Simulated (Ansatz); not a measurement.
Take Na₂Te in the anti-fluorite structure (space group Fm-3m, No. 225) as the base.

```yaml
crystal:
  lattice:
    - [0.00000, 3.62302, 3.62302]
    - [3.62302, 0.00000, 3.62302]
    - [3.62302, 3.62302, 0.00000]
  atoms:
    - { symbol: Na, position: [0.25000, 0.25000, 0.25000] }
    - { symbol: Na, position: [0.75000, 0.75000, 0.75000] }
    - { symbol: Te, position: [0.00000, 0.00000, 0.00000] }
```

Cartesian axes are those of the cell as printed.

All numbers come from PBEsol (Ansatz, a quantum-chemistry and plane-wave program; PAW; 420 eV plane waves; no spin-orbit coupling).

For the base:

| Quantity | Result |
|---|---|
| Valley order | Γ 2.02 eV; X along ⟨100⟩ 2.94 eV |

Modification: biaxial strain −2.00 %, plane normal [001], relaxed out of plane (Cartesian); in-plane vectors clamped, the third vector and the atoms free.

**Question.** Estimate the effect on the valley order and in-plane stress.

**Answer.** The valley order (the lowest conduction-band minima on the path, energy above the VBM, named in the base's zone) changes from Γ 2.02 eV; X along ⟨100⟩ 2.94 eV to Γ 2.05 eV; X along [100] 2.89 eV; X along [001] 2.93 eV; the mean in-plane stress (compression positive) comes out as +0.8 GPa.

Spin-orbit coupling, missing from the scalar runs, can matter with Te. The levels and masses belong to the bands next to the band gap. No phonon test of stability was made.
